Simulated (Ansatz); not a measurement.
Results of r²SCAN-D4 in Ansatz (PAW) for C11b WSi2.

Run with plane-wave cutoff 560 eV, 24×24×24 k mesh, Fermi–Dirac smearing 0.05 eV, no spin polarisation, scalar-relativistic PAW data made under PBE.

Energies at three volumes about the minimum:

```
V (Å³/atom)  E − E_lowest (meV/atom)
-----------  -----------------------
13.040                          4.09
13.306                          0.00
13.572                          3.82
```

Q: Fit a parabola by hand: where is the minimum, and what is the bulk modulus?

A: Slopes: (0.00 − 4.09)/(13.306 − 13.040) = -15.376 and (3.82 − 0.00)/(13.572 − 13.306) = 14.361 meV/Å³. Curvature E″ = 2 × (14.361 − (-15.376))/(13.572 − 13.040) = 111.793 meV/Å⁶. From the middle of the first interval, the slope vanishes at V0 = 13.1730 − (-15.376)/111.793 = 13.311 Å³/atom. B = V0 E″ = 13.311 × 111.793 meV/Å³ × 0.1602 GPa per meV/Å³ = 238 GPa. The full Birch–Murnaghan fit to all volumes gives V0 = 13.306 Å³/atom and B0 = 238 GPa.

Shape and atoms are relaxed at each volume.

Note: the bulk modulus comes from volumes at which shape and atoms were relaxed.

Ansatz is a program for electronic structure.
